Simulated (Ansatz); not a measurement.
How far to go with shifted k-point meshes: FeO (R3m, 4 atoms in the cell)

```
CELL_PARAMETERS angstrom
      4.31701     2.15850     2.15850
      2.15850     4.31701     2.15850
      2.15850     2.15850     4.31701
ATOMIC_POSITIONS crystal
  Fe 0.00334 0.00334 0.00334
  Fe 0.50000 0.50000 0.50000
  O  0.25000 0.25000 0.25000
  O  0.75000 0.75000 0.75000
```
Moments meant for the start (each program seeds them in its own way; μB, in the order of the atoms Fe Fe O O): 4.0 -4.0 0.0 0.0.

Method: PBEsol, default PAW files made with PBE (plane waves; Ansatz, a first-principles code).

Base settings: basis.ecutwfc = 30.9 Ry; kpoints.mp_grid.grid = 9 9 9; hamiltonian.xc = pbesol; hamiltonian.pseudopotentials = {kind: paw} (the program's default PAW files); magnetization.spin_polarized = true; scf.occupations.method = fermi_dirac; scf.occupations.width = 0.0007 Ry.

In this ladder: kpoints.mp_grid.shift = 0.5 0.5 0.5.

Only quantities that move along the ladder and can be compared are tabulated.

The count of work is k-points × plane waves × bands × iterations; it is no time. Core times come from one kind of shared machine, to one figure; runs under 30 s give none.

The starting cell has typed, rounded lattice constants, without a prior relaxation at this level. Its lattice was rescaled by up to half a per cent. One atom was moved a little off its site on purpose. The magnetic order is the one reached from the typed start; others were not searched systematically. The program warned that, by what it read of turns of the moments, another magnetic order lies lower. In the base run, with a pressure of about -11 GPa the cell is away from its equilibrium volume at this level. Ansatz's pressure includes its estimate of the finite-basis (Pulay) stress.

Steps (kpoints.mp_grid.grid): 2 2 2; 3 3 3; 4 4 4; 5 5 5; 6 6 6; 7 7 7; 8 8 8; 9 9 9; 10 10 10; 12 12 12; 15 15 15; 18 18 18; 20 20 20.

Problem. What is the coarsest kpoints.mp_grid.grid that holds the pressure within 1 GPa of the last step, with all finer ones?

Solution. 3 3 3, at 0.0067 of the last step's count of work; the step before is off by 1.9 GPa.

Problem. What is the coarsest kpoints.mp_grid.grid that holds the forces within 0.02 eV/Å?

Solution. Not settled: the last two steps still differ by 0.010 eV/Å, over half the tolerance, so the ladder does not show it.

Problem. What is the coarsest kpoints.mp_grid.grid that holds the free energy within 5 meV/atom of the last step, with all finer ones?

Solution. 6 6 6, at 0.036 of the last step's count of work; the step before is off by 6.3 meV/atom.

| kpoints.mp_grid.grid | free energy less the last step's (meV/atom) | pressure (GPa) | largest difference of a force vector from the last step's (eV/Å) | count of work / last | core time / last (rough) |
|---|---|---|---|---|---|
| 2 2 2 | 30.46 | -12.93 | 0.150 | 0.0033 | – |
| 3 3 3 | -22.39 | -11.85 | 0.139 | 0.0067 | – |
| 4 4 4 | 12.66 | -10.65 | 0.105 | 0.016 | – |
| 5 5 5 | 6.28 | -10.91 | 0.093 | 0.030 | – |
| 6 6 6 | -0.62 | -11.02 | 0.048 | 0.036 | – |
| 7 7 7 | -1.47 | -11.05 | 0.023 | 0.061 | – |
| 8 8 8 | 1.48 | -10.97 | 0.032 | 0.083 | – |
| 9 9 9 | 2.12 | -10.99 | 0.017 | 0.13 | – |
| 10 10 10 | 0.33 | -10.99 | 0.019 | 0.15 | – |
| 12 12 12 | 0.08 | -11.01 | 0.013 | 0.25 | – |
| 15 15 15 | -0.17 | -11.00 | 0.006 | 0.48 | 0.4 |
| 18 18 18 | 0.25 | -11.01 | 0.010 | 0.74 | 0.9 |
| 20 20 20 | 0.00 | -10.99 | 0.000 | 1.0 | 1 |

Keys are those of Ansatz 0.2.
